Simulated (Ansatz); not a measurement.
## A computed series for ZrO2: pressure series

Start from ZrO2 (space group P4_2/nmc, No. 137; a = 3.5845 Å, c = 5.1787 Å).

Cell and atoms are relaxed at each pressure.

All numbers come from PBEsol in Ansatz (plane waves to 420 eV, PAW, spin-orbit coupling left out), earlier PAW set.

Notes on the quantities. enthalpy: H = E + PV relative to the base's energy.

| case | enthalpy | gap character | density | c/a ratio |
|---|---|---|---|---|
| base | – | indirect, M–Γ (56 % along) → Γ | 6.15 g/cm³ | 1.445 |
| pressure −2 GPa | -0.14 eV/atom | – | 6.08 g/cm³ | 1.449 |
| pressure −1 GPa | -0.07 eV/atom | indirect, M–Γ (56 % along) → Γ | 6.12 g/cm³ | 1.447 |
| pressure 2.1 GPa | +0.14 eV/atom | indirect, M–Γ (56 % along) → Γ | 6.22 g/cm³ | 1.441 |
| pressure 4.5 GPa | +0.31 eV/atom | indirect, A → Γ | 6.29 g/cm³ | 1.438 |
| pressure 9 GPa | +0.61 eV/atom | indirect, A → Γ | ? | ? |
| pressure 15 GPa | +1.00 eV/atom | indirect, A → Γ | 6.58 g/cm³ | 1.426 |
| pressure 22.5 GPa | +1.48 eV/atom | indirect, M → Γ | 6.76 g/cm³ | 1.421 |
| pressure 30 GPa | +1.95 eV/atom | indirect, M → Γ | 6.92 g/cm³ | 1.417 |

**Question.** Fill in the withheld entries from the trend.

**Answer.** 
- pressure 9 GPa, density: 6.42 g/cm³
- pressure 9 GPa, c/a ratio: 1.432

Load acts through the strain it causes; cell and atoms are relaxed under it. Stability against distortions was not tested. No other phases were tried under pressure. This is not the structure that ZrO2 has at room temperature and ambient pressure.

Ansatz is a program for electronic structure.
